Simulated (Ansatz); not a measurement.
Functionals compared on the (331) surface of fcc Pb in its 1x1 cell, outermost plane spacing 1.16 Å in the ideal cut, in Ansatz (plane waves, PAW). The structure was relaxed with PBE; the other rows are single points on it, each with its references at the same level. Cutoff 420 eV (500 eV for r2SCAN).

Model: 10-atom slab, 10.4 Å thick at the start (thin: gaps and levels are the slab's own), 11x5x1 mesh, Fermi-Dirac 0.1 eV, dipole correction, all atoms relaxed; held to the part of the start's symmetry that mesh and held atoms allow; no spin, no spin-orbit, no U. These notes are the PBE run's.

| functional | surface energy (J/m²) | work function of the top face (eV) | rough cost of the single point |
|---|---|---|---|
| PBE | 0.30 | 3.70 | – |
| LDA | 0.45 | 4.01 | about 2.2 core-minutes (a rough figure) |
| PBEsol | (withheld) | (withheld) | very roughly 2.2 core-minutes |
| RPBE | 0.21 | 3.56 | about 2.2 core-minutes (a rough figure) |
| r2SCAN | 0.32 | 3.76 | roughly 5 core-minutes |

Problem. Some entries are withheld; supply them.

Solution. 
- PBEsol, surface energy (J/m²): 0.40
- PBEsol, work function of the top face (eV): 3.79

Ansatz is an electronic-structure program.
